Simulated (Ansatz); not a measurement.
Base system: BN in the zinc blende structure (space group F-43m, No. 216; a = 3.605 Å).

The change: Al takes the place of B on all its sites; the structure is relaxed again.

Levels (all Ansatz, a quantum-chemistry and plane-wave program, PAW, earlier PAW set): PBEsol (420 eV, scalar-relativistic without spin-orbit coupling); r2SCAN (500 eV, no SOC); HSE06 (420 eV, no spin-orbit coupling); PBEsol+SOC (420 eV, with spin-orbit coupling); HSE06+SOC (420 eV, with spin-orbit coupling).

One geometry, relaxed with PBEsol, under each level:

Notes on the quantities. hole mass: degenerate bands, along [100].

The valence-band top lists the three highest levels at Γ (Kramers pairs under SOC), from the VBM.

```tsv
level	band gap	lowest conduction level above the VBM at special points	valence-band top at Γ	electron mass	hole mass	pressure
PBEsol	3.19 eV	X 3.19 eV; Γ 4.06 eV; U 5.04 eV; K 5.04 eV	–	0.52 mₑ along k, 0.32 mₑ across (at X)	–	0.00 GPa
r2SCAN	3.93 eV	X 3.93 eV; Γ 4.79 eV; U 5.81 eV; K 5.81 eV	–	0.51 mₑ along k, 0.33 mₑ across (at X)	–	-1.12 GPa
HSE06	?	?	–	–	–	–
PBEsol+SOC	3.19 eV	X 3.19 eV; Γ 4.05 eV; U 5.03 eV; K 5.03 eV	0.00, 0.00, -0.02 eV	0.52 mₑ along k, 0.32 mₑ across (at X)	0.42, 1.4 mₑ (at Γ)	-0.01 GPa
HSE06+SOC	?	?	?	–	–	–
```

**Question.** Give the withheld HSE06 and HSE06+SOC results.

**Answer.** 
- HSE06, band gap: 4.55 eV
- HSE06, lowest conduction level above the VBM at special points: X 4.55 eV; Γ 5.50 eV; U 6.48 eV
- HSE06+SOC, band gap: 4.54 eV
- HSE06+SOC, lowest conduction level above the VBM at special points: X 4.54 eV; Γ 5.49 eV; U 6.48 eV
- HSE06+SOC, valence-band top at Γ: 0.00, 0.00, -0.02 eV

Single points use the geometry relaxed with PBEsol. Their cutoffs differ, which shifts pressures a little. HSE06 was sampled on its mesh, a few special points and the semilocal edge points, so its gap is an upper bound. The spin-orbit shifts are approximate. Masses are band curvatures over ±0.01 Å⁻¹ around the edge. Along k means along the line from Γ to the band edge. Whether these cells are dynamically stable was not tested. This is not the structure that AlN has at room temperature and ambient pressure.
